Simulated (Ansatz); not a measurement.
Functionals compared on the (001) surface of tetragonal MoSi2 in its 1x1 cell (cut with top plane Si, bottom plane Si), outermost plane spacing 1.30 Å in the ideal cut, in Ansatz (plane waves, PAW). The structure was relaxed with PBE; the other rows are single points on it, each with its references at the same level. Cutoff 420 eV (500 eV for r2SCAN).

Set-up: 9 atoms, Mo3Si6, 10.5 Å thick at the start (thin: gaps and levels are the slab's own); mesh 12x12x1; 0.1 eV smearing; dipole correction on; all atoms relaxed; symmetry of the start imposed; no spin, no spin-orbit, no U. These notes are the PBE run's.

| functional | surface energy (J/m²) | work function of the top face (eV) | rough cost of the single point |
|---|---|---|---|
| PBE | 2.32 | 4.46 | – |
| LDA | 2.63 | 4.63 | very roughly 19 core-seconds |
| PBEsol | 2.60 | 4.50 | about 19 core-seconds (a rough figure) |
| RPBE | 2.18 | 4.40 | about 22 core-seconds (a rough figure) |
| r2SCAN | 2.45 | 4.58 | very roughly 40 core-seconds |

Ansatz is a quantum-chemistry and plane-wave program.
